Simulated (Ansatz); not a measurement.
Sb2O3 (Fd-3m, No. 227)

Computed with LDA (Ansatz, a program for electronic structure, plane waves, PAW).

Numerical settings: plane-wave cutoff 500 eV, 6×6×6 k mesh, gaussian smearing 0.02 eV, scalar-relativistic PAW data made under PBE.

Cell (relaxed at this level):

```yaml
crystal:
  lattice:
    - [0.00000, 5.42021, 5.42021]
    - [5.42021, 0.00000, 5.42021]
    - [5.42021, 5.42021, 0.00000]
  atoms:
    - { symbol: Sb, position: [0.36899, 0.36899, 0.36899] }
    - { symbol: Sb, position: [0.35696, 0.88101, 0.88101] }
    - { symbol: Sb, position: [0.36899, 0.36899, 0.89304] }
    - { symbol: Sb, position: [0.88101, 0.35696, 0.88101] }
    - { symbol: Sb, position: [0.89304, 0.36899, 0.36899] }
    - { symbol: Sb, position: [0.88101, 0.88101, 0.88101] }
    - { symbol: Sb, position: [0.36899, 0.89304, 0.36899] }
    - { symbol: Sb, position: [0.88101, 0.88101, 0.35696] }
    - { symbol: O, position: [0.05743, 0.44257, 0.44257] }
    - { symbol: O, position: [0.19257, 0.80743, 0.19257] }
    - { symbol: O, position: [0.44257, 0.05743, 0.05743] }
    - { symbol: O, position: [0.80743, 0.19257, 0.80743] }
    - { symbol: O, position: [0.44257, 0.05743, 0.44257] }
    - { symbol: O, position: [0.19257, 0.19257, 0.80743] }
    - { symbol: O, position: [0.05743, 0.44257, 0.05743] }
    - { symbol: O, position: [0.80743, 0.80743, 0.19257] }
    - { symbol: O, position: [0.19257, 0.80743, 0.80743] }
    - { symbol: O, position: [0.44257, 0.44257, 0.05743] }
    - { symbol: O, position: [0.80743, 0.19257, 0.19257] }
    - { symbol: O, position: [0.05743, 0.05743, 0.44257] }
```

```yaml
band_gap: 2.76 eV (on the SCF k mesh)
```

Note: the relaxation could not lower the start's symmetry, so the cell can be a saddle point above a distorted one; the volume lies 7 % below that of the published cell.

Spin–orbit coupling is not included.
